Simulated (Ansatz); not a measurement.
Consider the following.

```
CELL_PARAMETERS angstrom
      3.23049     0.00000     0.00000
     -1.61525     2.79769     0.00000
      0.00000     0.00000    12.70894
ATOMIC_POSITIONS crystal
  W  0.66667 0.33333 0.75000
  W  0.33333 0.66667 0.25000
  Se 0.66667 0.33333 0.38269
  Se 0.33333 0.66667 0.88269
  Se 0.33333 0.66667 0.61731
  Se 0.66667 0.33333 0.11731
```

No spin polarisation.

Calculations: PBEsol-D3(BJ) (Ansatz, a first-principles code; PAW; 420 eV plane waves; spin-orbit coupling left out). Γ-centred 12×12×3 mesh, Fermi–Dirac width 0.05 eV.

Q: Predict the gap character, smallest direct gap, band gap and width of the top valence band.

A: 
- Gap character = indirect, Γ → K–Γ (47 % along)
- Smallest direct gap = 1.71 eV
- Band gap = 0.81 eV
- Width of the top valence band = 1.50 eV

With W present, leaving out spin-orbit coupling can change the band edges. The cells carry an imposed strain or load. Whether these cells are dynamically stable was not tested. The cell was made from WSe₂ (space group P6_3/mmc, No. 194; layered, stacked along the Cartesian z axis) by this change: uniaxial strain ε_zz = +2.40 %.
